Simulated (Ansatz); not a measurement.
Consider ZnO in the wurtzite structure (space group P6_3mc, No. 186; a = 3.279 Å, c = 5.294 Å). Axes: x lies along a and z along c of the hexagonal cell.

Computed with PBE (Ansatz, a first-principles code), spin-orbit coupling left out.

Strains are applied to the cell and any free atomic positions relax; under biaxial strain the out-of-plane vector relaxes too.

One change was made to it. Results:

```csv
quantity,base,after
"pressure (mean of the normal stresses, compression positive)",0.00 GPa,4.39 GPa
"valence-band top at Γ (three highest levels, from the VBM)","0.00, 0.00, -0.08 eV","0.00, 0.00, -0.17 eV"
band gap,0.74 eV,0.69 eV
```

Task: Which of these changes matches the shifts?
(A) biaxial strain −1.20 %, plane normal [001], relaxed out of plane
(B) biaxial strain −0.60 %, plane normal [001], relaxed out of plane
(C) biaxial strain −3.00 %, plane normal [001], relaxed out of plane

Result: C, biaxial strain −3.00 %, plane normal [001], relaxed out of plane. For comparison, the valence-band top at Γ in the other runs: biaxial strain −0.60 %, plane normal [001], relaxed out of plane gives 0.00, 0.00, -0.09 eV; biaxial strain −1.20 %, plane normal [001], relaxed out of plane gives 0.00, 0.00, -0.11 eV.

No phonon test of stability was made.
